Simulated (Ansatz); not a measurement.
**A short convergence ladder for Sb2Os (Pnnm, 6 atoms in the cell)**

```
Sb2Os
1.0
    5.94749     0.00000     0.00000
    0.00000     6.70333     0.00000
    0.00000     0.00000     3.23339
Sb Os
4 2
Direct
  0.31814   0.85850   0.50000
  0.68186   0.14150   0.50000
  0.81814   0.64150   0.00000
  0.18186   0.35850   0.00000
  0.50000   0.50000   0.50000
  0.00000   0.00000   0.00000
```

Base method: LDA (PW92), default PAW files made with PBE (plane waves; Ansatz, a first-principles code).

Base settings: basis.ecutwfc = 30.9 Ry; kpoints.mp_grid.grid = 3 3 7; hamiltonian.xc = lda; hamiltonian.pseudopotentials = {kind: paw} (the program's default PAW files); scf.occupations.method = fermi_dirac; scf.occupations.width = 0.0037 Ry.

Core times come from one kind of shared machine, to one figure; runs under 30 s give none.

**Zone-centre phonons against the cutoff**

In this ladder: scf.occupations.method = fixed; scf.occupations.width = default; phonons.method = dfpt; phonons.dielectric = true; phonons.rigid_motions = translations.

The mesh stays at the base's, so the ladder's end is converged at best in this setting alone.

Frequencies are those of the unrelaxed cell, without the LO-TO term of polar crystals.

Only quantities that move along the ladder and can be compared are tabulated.

ε∞ and Born charges come from denser meshes that the program picks itself.

| basis.ecutwfc | highest zone-centre frequency (cm⁻¹) | lowest optical frequency (cm⁻¹) | largest Born charge (mean of the diagonal) (e) | mean ε∞ | core time / last (rough) |
|---|---|---|---|---|---|
| 15.4 Ry | 203.2 | 57.5 | 6.878 | 22.459 | 1 |
| 21.7 Ry | 227.0 | 94.4 | 6.865 | 22.328 | 0.7 |
| 26.1 Ry | 226.3 | 94.5 | 6.853 | 22.382 | 0.9 |
| 30.9 Ry | 226.1 | 94.5 | 6.854 | 22.382 | 1 |

Coarsest basis.ecutwfc that holds the highest zone-centre frequency within 1 cm⁻¹ of the last step, with all finer ones: 21.7 Ry; the step before is off by 23 cm⁻¹.

Coarsest basis.ecutwfc that holds the mean ε∞ within 0.01 of the last step, with all finer ones: 26.1 Ry; the step before is off by 0.055.

Coarsest basis.ecutwfc that holds the lowest optical frequency within 2 cm⁻¹ of the last step, with all finer ones: 21.7 Ry; the step before is off by 37 cm⁻¹.

On the base run: the starting cell comes from a database of computed structures (which also holds hypothetical and non-ambient phases and stackings), without a prior relaxation at this level. Its lattice was rescaled by up to half a per cent. In the base run, with a pressure of about -4 GPa the cell is away from its equilibrium volume at this level.

Keys are those of Ansatz 0.2.
